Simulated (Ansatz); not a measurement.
Consider MgSe in the rock salt structure (space group Fm-3m, No. 225).

```xyz
2
Lattice="0.0000 2.7361 2.7361 2.7361 0.0000 2.7361 2.7361 2.7361 0.0000" Properties=species:S:1:pos:R:3 pbc="T T T"
Se     0.0000     0.0000     0.0000
Mg     2.7361     2.7361     2.7361
```

Method: r2SCAN (Ansatz, a first-principles code; PAW; 500 eV plane waves; scalar-relativistic without spin-orbit coupling).

For the base:

* **Band gap**: 2.48 eV

One thing is altered: an isotropic linear strain of −1.46 %; the atoms relax in the strained cell.

Predict the new band gap.

The band gap increases by 0.076 eV, from 2.48 eV to 2.55 eV.

Stability against distortions was not tested.
